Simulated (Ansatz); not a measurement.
**Al3Sc: stress against strain**

Al3Sc (L1_2, Pm-3m, 16.885 Å³/atom at rest) under an equal strain ε in the (001) plane with the normal axis free, as in a coherent film. PBEsol in Ansatz, a plane-wave DFT program (PAW, default set), 420 eV, 14×14×14 Γ-centred mesh, Fermi-Dirac smearing 0.10 eV; ions are relaxed within the symmetry of each cell. Stress is positive for a compressed cell.

Here s stands for strain and y for stress xx.

| strain (%) | stress xx (GPa) |
|---|---|
| -3.00 | ? |
| -1.20 | 2.71 |
| -0.60 | 1.32 |
| 0.00 | 0.00 |
| 0.60 | -1.24 |
| 1.20 | -2.40 |

The 5 complete rows are fitted with a straight line, y against s. Means: s 0, y 0.078. About the means, the sum of products is -7.6680 and the sum of squares of s is 3.6000; the slope is their ratio. Least squares gives y = 0.078 - 2.1300·s. Residuals (row less fit): 0.076, -0.036, -0.078, -0.040, 0.078; standard error 0.083 (degrees of freedom: 3). The slope gives the biaxial elastic modulus of this plane = 213 ± 4 GPa.

**Question.** Estimate the missing y (s = -3.00); what did the run itself give?

**Answer.** y = 0.078 - 2.1300 × (-3.0) = 6.468 GPa. The calculation gives 7.39 GPa, 0.922 GPa above the prediction (9.4 % of the range of y in the table). The row lies outside the fitted rows, so this is an extrapolation. From the scatter of the fitted rows alone, a prediction at this place has a standard error of 0.160 GPa, so the miss is 5.8 times that.

One order more, fitted to all 11 runs of the series, follows each within 0.01, so the miss is the next term of a smooth law. In a metal these values are sensitive to mesh and smearing; energies are taken to zero smearing, stresses follow the free energy. Rows are the converged runs of the series near zero and its far end; series whose fitted rows scatter by over a few per cent of the range, as at a crossing or softening among them, aren't shown in this form. Most that stay on the fit to the last digits aren't either.
